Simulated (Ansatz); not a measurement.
Take NaI in the rock salt structure (space group Fm-3m, No. 225; a = 6.4601 Å) as the base. Axes: x, y, z lie along the cube axes.

Calculations: r2SCAN (Ansatz, an electronic-structure program, PAW, spin-orbit coupling left out).

Free-standing slabs (2 atom(s) a layer) normal to the z axis with 15 Å of vacuum; in-plane cell held at bulk.

One change was made to it. Results:

| quantity | base | after |
|---|---|---|
| shortest interatomic distance | 323.0 pm | 314.2 pm |
| band gap | 4.45 eV | 4.54 eV |

Q: Which of these changes matches the shifts?
A. 4 layers
B. 2 layers
C. 7 layers
D. 6 layers
E. 1 layer

A: A, 4 layers. For comparison, the band gap in the other runs: 1 layer gives 4.49 eV; 2 layers gives 4.65 eV; 6 layers gives 4.50 eV; 7 layers gives 4.49 eV.

With I present, leaving out spin-orbit coupling can change the band edges. No phonon test of stability was made.
